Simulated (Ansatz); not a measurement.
The starting structures come from a database of crystals and need not be the phases stable at ambient conditions.

 Where the default PAW files enter, the runs use the earlier of Ansatz's two default sets.

The decay constant κ of evanescent states in the gap governs leakage through a thin film.

Given:

```xyz
6
Lattice="7.2129 0.0000 0.0000 3.6064 9.7272 0.0759 3.6064 -0.4615 2.0304" Properties=species:S:1:pos:R:3 pbc="T T T"
Hg     6.1814     6.0451     1.9849
Hg     8.2443     2.9565     1.2828
Hg     3.6064    -0.1975     0.8690
S      5.4037     1.3127     1.3696
S      5.4156     7.9514     0.7434
S      3.6064     4.6343     1.0464
```

Space group of this cell: P3_221. The cell was relaxed by PBE-D3(BJ); by PBEsol its mean pressure is -1.3 GPa.

Transport runs along the normal of the first two printed cell vectors, the (111) plane of the conventional cell.

No gap correction and no spin-orbit coupling; mid-gap values are interpolated between computed energies.

Compute, with PBEsol run with Ansatz (an electronic-structure program), the band gap and the smallest decay constant κ at mid-gap.

Gap 1.20 eV on a 14×14×14 mesh; κ = 0.189 1/Å, at (0.000, 0.500) of the in-plane reciprocal vectors. At the zone centre, at the nearest computed energy, the slowest state has κ = 0.20 1/Å.
